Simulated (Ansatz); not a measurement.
bcc Nb (1 1 1) on antifluorite Mg2Si (1 1 1) (film strained to the substrate, started from cuts of the bulks and a machine-learned relaxation; slabs Mg8Si4 and Nb10, which can lie off the formulas)

A periodic stack without vacuum, bcc Nb (1 1 1) on antifluorite Mg2Si (1 1 1) (film strained to the substrate, started from cuts of the bulks and a machine-learned relaxation; slabs Mg8Si4 and Nb10, which can lie off the formulas): substrate slab Mg8Si4, film Nb10, surface cells [[0, 1], [-1, 0]] and [[1, -1], [0, 1]], film strained by -3.9 and -3.9 %, outermost planes Mg/Mg and Nb/Nb as cut, which need not be the usual terminations and can put a slab off its formula.

The start was prepared with a machine-learned potential, and the result is one local minimum, with the in-plane cell held and forces under 0.04 eV/Å; the film can end far from its bulk form.

Computed with PBE (plane waves to 420 eV, PAW; Ansatz, a quantum-chemistry and plane-wave program). Scalar-relativistic, without spin–orbit coupling; the runs are not spin-polarised; PBE gaps are too small against experiment. Its k-point mesh 8×8×1, Fermi–Dirac width 0.05 eV.

| Property | Result |
|---|---|
| interface area | 17.5 Å² |
| period | 25.57 Å |
| heights between the nearest atoms of the two slabs at the two interfaces | 1.84 and 1.84 Å |
| Mg–Nb contacts across the interfaces within 1.22 times the sum of covalent radii | 8, mean 3.12 Å |
| Nb–Si contacts across the interfaces within 1.22 times the sum of covalent radii | 2, mean 2.72 Å |

```yaml
crystal:
  lattice:
    - [4.49955, -0.00001, 0.00030]
    - [-2.24979, 3.89667, -0.00034]
    - [-0.00571, 0.00108, 25.56578]
  atoms:
    - { symbol: Mg, position: [0.70437, 0.25782, 0.03697] }
    - { symbol: Mg, position: [0.37118, 0.59113, 0.10830] }
    - { symbol: Mg, position: [0.03776, 0.92477, 0.17941] }
    - { symbol: Mg, position: [0.70440, 0.25807, 0.25192] }
    - { symbol: Mg, position: [0.37100, 0.59145, 0.32391] }
    - { symbol: Mg, position: [0.03761, 0.92482, 0.39641] }
    - { symbol: Mg, position: [0.70438, 0.25783, 0.46752] }
    - { symbol: Mg, position: [0.37110, 0.59120, 0.53884] }
    - { symbol: Si, position: [0.03783, 0.92448, 0.07113] }
    - { symbol: Si, position: [0.37116, 0.59134, 0.21604] }
    - { symbol: Si, position: [0.70431, 0.25805, 0.35980] }
    - { symbol: Si, position: [0.03771, 0.92452, 0.50468] }
    - { symbol: Nb, position: [0.37135, 0.59059, 0.65349] }
    - { symbol: Nb, position: [0.03787, 0.92461, 0.61094] }
    - { symbol: Nb, position: [0.03852, 0.92333, 0.72837] }
    - { symbol: Nb, position: [0.70501, 0.25722, 0.68602] }
    - { symbol: Nb, position: [0.70513, 0.25677, 0.80684] }
    - { symbol: Nb, position: [0.37222, 0.59000, 0.76895] }
    - { symbol: Nb, position: [0.37075, 0.59072, 0.88977] }
    - { symbol: Nb, position: [0.03844, 0.92319, 0.84744] }
    - { symbol: Nb, position: [0.03735, 0.92463, 0.96487] }
    - { symbol: Nb, position: [0.70387, 0.25678, 0.92232] }
```
